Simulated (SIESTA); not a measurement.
**Converging the SCF threshold: Na3BrO (P4mm, 5 atoms in the cell)**

```yaml
crystal:
  lattice:
    - [4.51046, 0.00000, 0.00000]
    - [0.00000, 4.51046, 0.00000]
    - [0.00000, 0.00000, 4.51046]
  atoms:
    - { symbol: Na, position: [0.01108, 0.50000, 0.50000] }
    - { symbol: Na, position: [0.50000, 0.00000, 0.50000] }
    - { symbol: Na, position: [0.50000, 0.50000, 0.00000] }
    - { symbol: Br, position: [0.00000, 0.00000, 0.00000] }
    - { symbol: O, position: [0.50000, 0.50000, 0.50000] }
```

Method of the run: GGA PBEsol, numerical atomic orbitals DZP, PseudoDojo PBEsol standard norm-conserving potentials (rewritten from UPF to PSML) (SIESTA 5.4.2).

Base settings: XC.functional = GGA; XC.authors = PBEsol; potentials = PseudoDojo PBEsol standard; PAO.BasisSize = DZP; PAO.EnergyShift = 0.005 Ry; MeshCutoff = 400 Ry; kgrid.MonkhorstPack = 3 3 3; OccupationFunction = FD; ElectronicTemperature = 20 meV; MaxSCFIterations = 150.

In this ladder: SCF.DM.Tolerance = default; SCF.DM.Converge = false; SCF.H.Converge = false; SCF.FreeE.Converge = true.

The mesh stays at the base's, so the ladder's end is converged at best in this setting alone.

Only quantities that move along the ladder and can be compared are tabulated.

Core times come from one kind of shared machine, to one figure; runs under 30 s give none.

The starting cell comes from a database of computed structures (which also holds hypothetical and non-ambient phases and stackings), without a prior relaxation at this level. Its lattice was rescaled by up to half a per cent. One atom was moved a little off its site on purpose. Values carry the incompleteness of an atom-centred basis.

| SCF.FreeE.Tolerance | free energy less the last step's (meV/atom) | pressure (GPa) | largest difference of a force vector from the last step's (eV/Å) | gap on the mesh (eV) | core time / last (rough) |
|---|---|---|---|---|---|
| 1.0E-01 eV | 1.89 | -0.19 | 0.015 | 2.217 | 0.5 |
| 1.0E-02 eV | 0.26 | 0.07 | 0.005 | 2.152 | 0.4 |
| 1.0E-03 eV | 0.00 | 0.23 | 0.000 | 2.111 | 0.5 |
| 1.0E-04 eV | 0.00 | 0.23 | 0.000 | 2.111 | 0.4 |
| 1.0E-05 eV | 0.00 | 0.23 | 0.000 | 2.111 | 0.3 |
| 1.0E-06 eV | 0.00 | 0.22 | 0.000 | 2.114 | 0.5 |
| 1.0E-07 eV | 0.00 | 0.22 | 0.000 | 2.114 | 0.3 |
| 1.0E-08 eV | 0.00 | 0.22 | 0.000 | 2.114 | 0.4 |
| 1.0E-10 eV | 0.00 | 0.22 | 0.000 | 2.114 | 0.5 |
| 1.0E-12 eV | 0.00 | 0.22 | 0.000 | 2.114 | 1 |

Coarsest SCF.FreeE.Tolerance that holds the pressure within 0.05 GPa of the last step, with all finer ones: 1.0E-03 eV; the step before is off by 0.15 GPa.

Coarsest SCF.FreeE.Tolerance that holds the free energy within 1 meV/atom of the last step, with all finer ones: 1.0E-02 eV, at about 0.4 of the last step's time; the step before is off by 1.9 meV/atom.

Coarsest SCF.FreeE.Tolerance that holds the gap on the mesh within 0.05 eV of the last step, with all finer ones: 1.0E-02 eV, at about 0.4 of the last step's time; the step before is off by 0.10 eV.
